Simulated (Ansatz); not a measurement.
NbH₂ (Fm-3m), PBEsol, DFPT electron-phonon coupling, linearised Boltzmann equation run with Ansatz (a quantum-chemistry and plane-wave program): phonon-limited resistivity 11.3 μΩ·cm at 300 K, current-weighted mean free path 7.7 nm, Drude plasma energy 5.97 eV.

What is the classical skin depth at 1 GHz (nonmagnetic, μ₀ = 1.257×10⁻⁶ H/m)?

δ = √(ρ/(π f μ₀)) = 5350 nm.

What Drude relaxation time do resistivity and plasma energy imply?

ω_p = 9.07e15 s⁻¹, so τ = 1/(ε₀ ω_p² ρ) = 12.1 fs, a damping ħ/τ of 54.2 meV.

Estimate the resistivity of a 20 nm square wire with diffuse walls from ρ ≈ ρ₀(1 + 3ℓ/4d).

1 + 0.75 × 7.7/20 = 1.29, so ρ ≈ 14.6 μΩ·cm and a line 1 μm long has 364 Ω. The formula is the free-electron limit for d well above ℓ; grain boundaries add to it.

A metal at this level (no band gap). Only scattering by harmonic phonons is included (no impurities, grain boundaries, electron-electron scattering or thermal expansion). Spin-orbit coupling is left out. Halving the electron mesh (32x32x32) moves the resistivity by up to 2 % at 300 K, the mean free path by up to 1 %. Smearing 0.20 eV; phonons on a 5x5x5 q mesh, which this run doesn't test.

Formula and space group known from diffraction (Crystallography Open Database), not checked to be the room-temperature form: NbH2 (Fm-3m).
